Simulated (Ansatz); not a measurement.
Functionals compared on a constructed model of the (111) surface of fcc Ni, ferromagnetic, a pseudomorphic layer of Ir in the host's stacking (bottom of the slab: a bare face, its two planes held), in Ansatz (plane waves, PAW). The structure was relaxed with PBE; the other rows are single points on it. Cutoff 420 eV.

Model: 7-atom slab, 12.5 Å thick at the start, 17x17x1 mesh, Fermi-Dirac 0.1 eV, dipole correction, 2 atoms held, the rest relaxed; start symmetry kept, larger cells not searched; spin-polarised, ending with about 4.2 μB a cell; orders that need a larger cell were not tried, no spin-orbit, no U. In PBE it is, or lies within 0.01 eV a 1x1 cell of, the lowest of the 2 structures of its composition computed so far; larger cells were not tried. These notes are the PBE run's.

| functional | work function of the top face (eV) | magnetic moment of the cell (μB) | rough cost of the single point |
|---|---|---|---|
| PBE | 5.46 | 4.21 | – |
| RPBE | ? | 4.28 | roughly 2.2 core-minutes |

Task: Some entries are withheld; supply them.

Result: 
- RPBE, work function of the top face (eV): 5.31

Ansatz is a program for electronic structure.
